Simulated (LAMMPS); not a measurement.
System: Al (fcc), 2048 atoms, at 200 K and 0 GPa, heated as the crystal.

Computed with classical MD, pair style adp, file AlCu.adp, run in LAMMPS.

The state found is crystal; no diffusion seen in 30 ps and the density is 2.6795 ± 0.0001 g/cm³. The volume per atom is 16.7211 ± 0.0003 Å³/atom and the enthalpy per atom comes out as -3.3086 ± 0.0001 eV/atom. The first peak of g(r) is 2.86 Å, height 8.5. The coordination number comes out as 12.0 (counted to 3.46 Å) and the most common Al-Al-Al angle is at the 3° bin centred on 58.5°, after smoothing over three bins (mean of all 98°). The mean frequency of the vibrational (phonon) density of states comes out as 6.1 THz. The cost is about 4 core-minutes (a rough figure).

Potential: file AlCu.adp of the LAMMPS distribution; its header cites Apostol and Mishin, Phys Rev B 83, 054116 (2011).

States go by the mean squared displacement: a species diffuses where it passes 1.5 Å², still rises and gives D over 1e-6 cm²/s; a crystal has left its structure where atoms lie 0.35 Å off their sites on average or a cubic box changes its shape by 3 %, or the axial ratios of another lie 8 % off the starting cell's, which the potential's own relaxation can also do.

Errors shown are sampling errors alone.

| angle (°) | probability per degree, Al-Al-Al |
|---|---|
| 49.50 | 0.0000 |
| 52.50 | 0.0005 |
| 55.50 | 0.0121 |
| 58.50 | 0.0492 |
| 61.50 | 0.0462 |
| 64.50 | 0.0121 |
| 67.50 | 0.0011 |
| 70.50 | 0.0000 |
| 73.50 | 0.0000 |
| 76.50 | 0.0000 |
| 79.50 | 0.0001 |
| 82.50 | 0.0012 |
| 85.50 | 0.0085 |
| 88.50 | 0.0210 |
| 91.50 | 0.0203 |
| 94.50 | 0.0080 |
| 97.50 | 0.0013 |
| 100.5 | 0.0001 |
| 103.5 | 0.0000 |
| 106.5 | 0.0000 |
| 109.5 | 0.0003 |
| 112.5 | 0.0038 |
| 115.5 | 0.0185 |
| 118.5 | 0.0399 |
| 121.5 | 0.0379 |
| 124.5 | 0.0169 |
| 127.5 | 0.0036 |
| 130.5 | 0.0004 |
| 133.5 | 0.0000 |
| 136.5 | 0.0000 |
| 139.5 | 0.0000 |
| 142.5 | 0.0000 |
| 145.5 | 0.0000 |
| 148.5 | 0.0000 |
| 151.5 | 0.0000 |
| 154.5 | 0.0000 |
| 157.5 | 0.0000 |
| 160.5 | 0.0000 |
| 163.5 | 0.0000 |
| 166.5 | 0.0001 |
| 169.5 | 0.0012 |
| 172.5 | 0.0062 |
| 175.5 | 0.0139 |
| 178.5 | 0.0089 |

| frequency (THz) | vibrational (phonon) density of states (1/THz) |
|---|---|
| 0.06300 | 0.0000 |
| 0.3140 | 0.0001 |
| 0.5655 | 0.0001 |
| 0.8170 | 0.0022 |
| 1.069 | 0.0066 |
| 1.320 | 0.0090 |
| 1.571 | 0.0087 |
| 1.823 | 0.0098 |
| 2.074 | 0.0202 |
| 2.325 | 0.0327 |
| 2.577 | 0.0299 |
| 2.828 | 0.0345 |
| 3.079 | 0.0629 |
| 3.331 | 0.0785 |
| 3.582 | 0.0787 |
| 3.834 | 0.1125 |
| 4.085 | 0.1649 |
| 4.337 | 0.1946 |
| 4.588 | 0.2141 |
| 4.839 | 0.2096 |
| 5.090 | 0.2056 |
| 5.342 | 0.2124 |
| 5.593 | 0.1983 |
| 5.845 | 0.1952 |
| 6.096 | 0.1812 |
| 6.348 | 0.1336 |
| 6.599 | 0.1137 |
| 6.851 | 0.1193 |
| 7.102 | 0.1003 |
| 7.353 | 0.0808 |
| 7.604 | 0.0861 |
| 7.856 | 0.1042 |
| 8.107 | 0.1401 |
| 8.359 | 0.1876 |
| 8.610 | 0.2007 |
| 8.861 | 0.1618 |
| 9.113 | 0.1119 |
| 9.364 | 0.0711 |
| 9.616 | 0.0373 |
| 9.867 | 0.0176 |
| 10.12 | 0.0099 |
| 10.37 | 0.0068 |
| 10.62 | 0.0051 |
| 10.87 | 0.0040 |
| 11.12 | 0.0032 |
| 11.38 | 0.0027 |
| 11.63 | 0.0022 |
| 11.88 | 0.0019 |
| 12.13 | 0.0016 |
| 12.38 | 0.0014 |
